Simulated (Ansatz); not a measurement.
## Response to strain in Ta

Take Ta in the bcc (W type) structure (space group Im-3m, No. 229; relaxed with 0.1 eV smearing) as the base.

```
Ta
1.0
   -1.64115     1.64115     1.64115
    1.64115    -1.64115     1.64115
    1.64115     1.64115    -1.64115
Ta
1
Direct
  0.00000   0.00000   0.00000
```

Cartesian axes are those of the cell as printed.

Strains are applied to the cell and any free atomic positions relax.

The values are results of Ansatz (a program for electronic structure), PBEsol, PAW, cutoff 420 eV, no spin-orbit coupling, not measurements.

Notes on the quantities. energy relative to the base: free energy F; pressure: mean of the normal stresses, compression positive.

| variant | shortest interatomic distance | energy relative to the base | pressure |
|---|---|---|---|
| base | 2.843 Å | 0 meV/atom | 0.0 GPa |
| tensor shear ε_xy = +1.43 % | 2.816 Å | +3.3 meV/atom | 0.1 GPa |
| tensor shear ε_xy = +0.86 % | 2.826 Å | +1.2 meV/atom | 0.0 GPa |
| tensor shear ε_xy = +1.14 % | 2.821 Å | +2.1 meV/atom | 0.1 GPa |
| tensor shear ε_xy = +1.71 % | 2.810 Å | +4.7 meV/atom | 0.1 GPa |
| tensor shear ε_xy = +0.57 % | 2.832 Å | +0.5 meV/atom | 0.0 GPa |
| tensor shear ε_xy = +2.00 % | 2.805 Å | +6.5 meV/atom | 0.2 GPa |
| tensor shear ε_xy = +0.29 % | 2.837 Å | +0.1 meV/atom | 0.0 GPa |

Whether these cells are dynamically stable was not tested. All final runs are without spin polarisation.
